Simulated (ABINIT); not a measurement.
Convergence study of the plane-wave cutoff for CdPt (P4mm, 2 atoms in the cell)

```
CELL_PARAMETERS angstrom
      2.97650     0.00000     0.00000
      0.00000     2.97650     0.00000
      0.00000     0.00000     3.83451
ATOMIC_POSITIONS crystal
  Cd 0.00000 0.00000 0.01304
  Pt 0.50000 0.50000 0.50000
```

Computed with PBEsol, PAW (JTH v2.0 PBE PAW, files made for PBE) (plane waves; ABINIT).

Base settings: pseudos = [Cd.GGA_PBE-JTH.xml, Pt.GGA_PBE-JTH.xml]; ecut = 21 Ha; pawecutdg = 42 Ha; pawxcdev = 0; ixc = -116133; occopt = 3; tsmear = 0.00367493 Ha; ngkpt = 4 4 3; nshiftk = 1; shiftk = 0 0 0.

Moved along: pawecutdg.

The second cell is the first with its lattice scaled by 0.98.

The mesh stays at the base's, so the ladder's end is converged at best in this setting alone.

Only quantities that move along the ladder and can be compared are tabulated.

The count of work is k-points × plane waves × bands × iterations; it is no time. Core times come from one kind of shared machine, to one figure; runs under 30 s give none.

The starting cell comes from a database of computed structures (which also holds hypothetical and non-ambient phases and stackings), without a prior relaxation at this level. Its lattice was rescaled by up to half a per cent. One atom was moved a little off its site on purpose. Spin polarisation is off. The potentials were made for another functional than the one used. Without a gap this mesh is coarse (it stands for a supercell whose shortest vector is 12 Å).

| ecut | free energy less the last step's (meV/atom) | energy of the compressed cell less the first (meV/atom) | pressure (GPa) | largest difference of a force vector from the last step's (eV/Å) | count of work / last | core time / last (rough) |
|---|---|---|---|---|---|---|
| 7.3 Ha | 8299.45 | 37.71 | -328.56 | 0.453 | 0.079 | 0.5 |
| 8.4 Ha | 3212.08 | 113.07 | -147.57 | 0.099 | 0.063 | – |
| 9.5 Ha | 1219.82 | 31.81 | -67.48 | 0.012 | 0.088 | 0.5 |
| 10 Ha | 743.85 | 33.82 | -45.67 | 0.038 | 0.092 | – |
| 12 Ha | 96.55 | 16.65 | -9.34 | 0.012 | 0.12 | 0.5 |
| 13 Ha | 46.36 | 14.40 | -4.56 | 0.003 | 0.13 | – |
| 15 Ha | 34.88 | 14.44 | -2.88 | 0.003 | 0.15 | – |
| 17 Ha | 27.49 | 14.10 | -3.33 | 0.003 | 0.20 | 0.4 |
| 19 Ha | 19.32 | 13.85 | -3.14 | 0.001 | 0.21 | 0.5 |
| 21 Ha | 16.67 | 13.72 | -2.90 | 0.001 | 0.26 | 0.5 |
| 23 Ha | 15.81 | 13.69 | -2.97 | 0.001 | 0.26 | 0.4 |
| 25 Ha | 12.99 | 13.61 | -3.16 | 0.001 | 0.32 | 0.7 |
| 32 Ha | 3.97 | 13.51 | -2.88 | 0.000 | 0.60 | 1.0 |
| 42 Ha | 1.13 | 13.50 | -2.93 | 0.000 | 0.83 | 1 |
| 50 Ha | 0.00 | 13.51 | -3.01 | 0.000 | 1.0 | 1 |

Coarsest ecut that holds the forces within 0.01 eV/Å of the last step, with all finer ones: 13 Ha, at 0.13 of the last step's count of work; the step before is off by 0.012 eV/Å.

Coarsest ecut that holds the free energy within 5 meV/atom of the last step, with all finer ones: 32 Ha; the step before is off by 13 meV/atom.

Coarsest ecut that holds the energy of the compressed cell less the first within 2 meV/atom of the last step, with all finer ones: 13 Ha, at 0.13 of the last step's count of work; the step before is off by 3.1 meV/atom.

Two neighbours can agree and both be off: 21 Ha and 23 Ha differ by 0.86 meV/atom in the free energy, yet lie about 16 meV/atom from the last step.

At the lowest cutoff the pressure lies 326 GPa under the last step's, the usual sign of Pulay stress in an incomplete plane-wave basis.
